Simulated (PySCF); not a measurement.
PySCF 2.14.0, B3LYP/def2-svpd, df: Ba(Cl)(Br) ([Cl][Ba][Br]), 3 atoms. The geometry is a generated start, not checked to be a minimum at this level.

- task: energy
- method: b3lyp
- basis: def2-svpd
- two-electron scheme: density fitting
- mol.max_memory: 3000 MB
- mf.max_cycle: 100
- mf.DIIS: CDIIS (default)
- mf.conv_tol: 1e-09 (default)
- mf.grids.level: 3 (default)
- effective core potentials: those of the basis set, past Kr
- basis functions: 94
- grid points: 63232

```xyz
3

Ba     0.7982    -0.5398     0.5011
Cl     1.1074     0.8910    -1.6511
Br    -1.9056    -0.3512     1.1500
```

With the defaults (mf.init_guess = minao, mf.diis = true, mf.diis_space = 8, mf.level_shift = 0, mf.damp = 0, mf.diis_start_cycle = 1, mf.diis_damp = 0) it converges in 11 Fock builds. One run each on 2 threads, 1 BLAS thread, with these changes:
- mf.level_shift = 0.3 Hartree
- mf.level_shift = 0.1 Hartree
- mf.diis = false
- mf.diis_damp = 0.3
- mf.init_guess = huckel
- mf.init_guess = 1e
- mf.init_guess = mod_huckel
- mf.diis_space = 20
- mf.diis = false, mf.damp = 0.7, mf.diis_start_cycle = 999

### Question
Name the settings that don't reach the solution of the defaults.

### Answer
No convergence: mf.init_guess = 1e; mf.diis = false (the run ends without SCF convergence in 100 cycles). The rest reach the solution of the defaults.

```json
[
 {"setting": "the defaults", "Fock builds": "11", "end": "same solution"},
 {"setting": "mf.diis_space = 20", "Fock builds": "11", "end": "same solution"},
 {"setting": "mf.init_guess = mod_huckel", "Fock builds": "12", "end": "same solution"},
 {"setting": "mf.diis_damp = 0.3", "Fock builds": "12", "end": "same solution"},
 {"setting": "mf.init_guess = huckel", "Fock builds": "12", "end": "same solution"},
 {"setting": "mf.level_shift = 0.1 Hartree", "Fock builds": "13", "end": "same solution"},
 {"setting": "mf.level_shift = 0.3 Hartree", "Fock builds": "21", "end": "same solution"},
 {"setting": "mf.diis = false, mf.damp = 0.7, mf.diis_start_cycle = 999", "Fock builds": "27", "end": "same solution"},
 {"setting": "mf.init_guess = 1e", "Fock builds": "101", "end": "no convergence"},
 {"setting": "mf.diis = false", "Fock builds": "101", "end": "no convergence"}
]
```
